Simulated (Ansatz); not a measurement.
The starting structures come from a database of crystals and need not be the phases stable at ambient conditions.

Input:

```
Be2La2O5
1.0
    7.38274     0.00000     0.00000
    0.00000     7.45792     0.00000
    3.69137    -0.07105     3.79676
La Be O
4 4 10
Direct
  0.27185   0.30596   0.52796
  0.72815   0.69404   0.47204
  0.79981   0.19404   0.47204
  0.20019   0.80596   0.52796
  0.74798   0.53013   0.93964
  0.25202   0.46987   0.06036
  0.68762   0.96987   0.06036
  0.31238   0.03013   0.93964
  0.75296   0.75000   0.00000
  0.24704   0.25000   0.00000
  0.50000   0.50000   0.00000
  0.50000   0.00000   0.00000
  0.94374   0.08400   0.80010
  0.05626   0.91600   0.19990
  0.74384   0.41600   0.19990
  0.25616   0.58400   0.80010
  0.00000   0.50000   0.50000
  0.50000   0.00000   0.50000
```

Space group of this cell: C2/c. The cell is taken as given; by r2SCAN its mean pressure is -2.3 GPa.

Transport runs along the normal of the first two printed cell vectors.

The gap is the functional's own, uncorrected, and κ follows it; spin-orbit coupling is left out. Mid-gap values are interpolated between the computed energies.

**Question.** Give the band gap and the smallest decay constant κ at mid-gap that r2SCAN run with Ansatz (a first-principles code) yields.

**Answer.** Gap 4.49 eV on a 8×4×8 mesh; κ = 0.415 1/Å, at the zone centre.
